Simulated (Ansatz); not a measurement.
# TiSi2 under a change: pressure 45 GPa

Take TiSi₂ (space group Cmcm, No. 63; a = 3.546 Å, b = 13.563 Å, c = 3.580 Å) as the base.

Modification: cell and atoms relaxed at a pressure of 45 GPa.

Calculations: PBE (Ansatz, a program for electronic structure, PAW, no spin-orbit coupling). Settings: 14×14×13 k-points, 0.05 eV Fermi–Dirac smearing.

The volume per atom drops by 2.86 Å³ to 11.49 Å³ and the density increases by 1.00 g/cm³ to 5.01 g/cm³. The shortest interatomic distance decreases by 0.085 Å, from 2.404 Å to 2.319 Å and the enthalpy H = E + PV relative to the base's energy comes out as +3.56 eV/atom. The band gap remains zero.

Final structure:

```yaml
crystal:
  lattice:
    - [1.66930, -6.11064, 0.00000]
    - [1.66930, 6.11064, 0.00000]
    - [0.00000, 0.00000, 3.37888]
  atoms:
    - { symbol: Si, position: [0.93501, 0.06499, 0.75000] }
    - { symbol: Si, position: [0.06499, 0.93501, 0.25000] }
    - { symbol: Si, position: [0.25069, 0.74931, 0.75000] }
    - { symbol: Si, position: [0.74931, 0.25069, 0.25000] }
    - { symbol: Ti, position: [0.59925, 0.40075, 0.75000] }
    - { symbol: Ti, position: [0.40075, 0.59925, 0.25000] }
```

Cost of the whole job for the changed cell (relaxation, final SCF and bands): roughly 5 core-minutes.

Load acts through the strain it causes; cell and atoms are relaxed under it. Whether these cells are dynamically stable was not tested. No other phases were tried under pressure. All final runs are without spin polarisation.
